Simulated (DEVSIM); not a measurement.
Structure: illuminated Si n-on-p cell, one wavelength, with a back-surface field, at 250 K.

Layer 1 from the left is Si, thickness (μm) 0.150, Nd (cm⁻³) 2e18, τn (s) 1.5e-6, τp (s) 6.4e-6, absorption coefficient (cm⁻¹) 770. Layer 2 from the left is Si, thickness (μm) 130, Na (cm⁻³) 4.5e15, τn (s) 2.9e-5, τp (s) 2.9e-5, absorption coefficient (cm⁻¹) 770. Layer 3 from the left is Si, thickness (μm) 1.00, Na (cm⁻³) 1.7e18, τn (s) 2.9e-5, τp (s) 2.9e-5, absorption coefficient (cm⁻¹) 770.

Left contact: ohmic, minority hole recombination velocity 4e6 cm/s. Right contact: ohmic, minority electron recombination velocity 200 cm/s. Voltage is applied to the left contact. Recombination: SRH at mid-gap, radiative, Auger. Gap narrowing is on: ΔEg = 6.92 meV × (l + √(l² + 0.5)), l = ln(N/1.3e17 cm⁻³), shared equally by both band edges. Light enters at the left, 2.9e18 photons cm⁻² s⁻¹, one pass, no reflection. Mobility is μmin + (μ − μmin)/(1 + (N/Nref)^α).

The device is made up for the run: typed textbook-type constants, with dimensions and the other settings drawn at random. Values at 300 K; Nc and Nv go as T^1.5, mobilities as T to minus their exponent, the gap by Varshni's rule with the affinity fixed.

Si: gap (eV) 1.124, affinity (eV) 4.05, permittivity 11.7, Nc (cm⁻³) 2.86e19, Nv (cm⁻³) 3.1e19, μn (cm²/Vs) 1417, μp (cm²/Vs) 470, μn,min 52, μp,min 45, Nref,n 9.7e16, Nref,p 2.2e17, αn 0.68, αp 0.72, T exponent of μn 2.3, T exponent of μp 2.2, B (cm³/s) 4.7e-15, Cn (cm⁶/s) 2.8e-31, Cp (cm⁶/s) 9.9e-32, Varshni α (eV/K) 0.000473, Varshni β (K) 636.

Simulated with DEVSIM: 1D drift-diffusion, Boltzmann statistics, complete ionisation; no tunnelling, impact ionisation, image-force lowering or self-heating.

Dark forward current:

```tsv
|V| (V)	|J| (A/cm²)
0.05	1.703e-12
0.10	7.012e-12
0.15	2.505e-11
0.20	9.036e-11
0.25	3.602e-10
0.30	1.781e-9
0.35	1.177e-8
0.40	9.828e-8
0.45	9.268e-7
0.50	9.181e-6
0.55	9.256e-5
0.60	0.0009381
0.65	0.009440
0.70	0.08769
0.75	0.5691
0.80	2.406
0.85	8.714
0.90	30.27
0.95	102.9
1.00	319.7
1.05	767.4
1.10	1425
1.15	2244
```

**Question.** Work out the local ideality factor n = ΔV / (kT/q · ln(J2/J1)) between the rows 0.10 and 0.15 V, 0.55 and 0.60 V, 1.10 and 1.15 V.

**Answer.** kT/q = 21.54 mV. From 0.10 to 0.15 V: ln(2.505e-11/7.012e-12) = 1.273, n = 1.82. From 0.55 to 0.60 V: ln(0.0009381/9.256e-5) = 2.316, n = 1.00, near the 1 of diffusion or emission over a barrier. From 1.10 to 1.15 V: ln(2244/1425) = 0.454, n = 5.11.

**Question.** What current could the absorbed light give at most, and what share is collected?

**Answer.** Σ αd = 10.1, so qΦ(1 − exp(−Σ αd)) = 465 mA/cm². The simulated short-circuit current is 458.0 mA/cm², a share of 0.99.

**Question.** Estimate the open-circuit voltage by superposition: the voltage at which the dark current equals that short-circuit current.

**Answer.** Interpolating ln J in the table gives 0.744 V. The simulation gives 0.735 V; the estimate lies 9 mV above. Superposition holds where collection doesn't change with voltage.

**Question.** Estimate the fill factor from FF0 = (v − ln(v + 0.72))/(v + 1), v = qVoc/(nkT), with n from the dark curve.

**Answer.** The rows about Voc, 0.70 and 0.75 V, give n = 1.24, so v = 27.5 and FF0 = 0.848. The simulation gives 0.854, the same within the digits that matter.
